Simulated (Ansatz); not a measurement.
**CaZrN₂ (R-3m, No. 166, 4 atoms in the cell; start mp-1029267)**

Method: dielectric-dependent PBEsol hybrid in Ansatz (PAW).

Settings: plane-wave cutoff 460 eV, 8×8×8 k mesh, Fermi–Dirac smearing 0.01 eV, scalar-relativistic PAW data made under PBE.

Cell (relaxed with PBEsol):

```yaml
crystal:
  lattice:
    - [1.64296, 0.94856, 5.55596]
    - [-1.64296, 0.94856, 5.55596]
    - [0.00000, -1.89713, 5.55596]
  atoms:
    - { symbol: Ca, position: [0.00000, 0.00000, 0.00000] }
    - { symbol: Zr, position: [0.50000, 0.50000, 0.50000] }
    - { symbol: N, position: [0.23853, 0.23853, 0.23853] }
    - { symbol: N, position: [0.76147, 0.76147, 0.76147] }
```

- band gap: 0.92 eV (on the SCF k mesh)
- smallest direct gap on the k points sampled: 1.58 eV
- Γ–Γ gap: 3.29 eV

Note: cell and atoms aren't relaxed at this level (largest force component 0.08 eV/Å, pressure -0.5 GPa).

Spin–orbit coupling is not included.

Static lattice: no zero-point or thermal effects.

The result took around 8 core-minutes (rough).

A start named mp-… is a Materials Project structure, which need not be a measured phase.

Ansatz is a first-principles code.
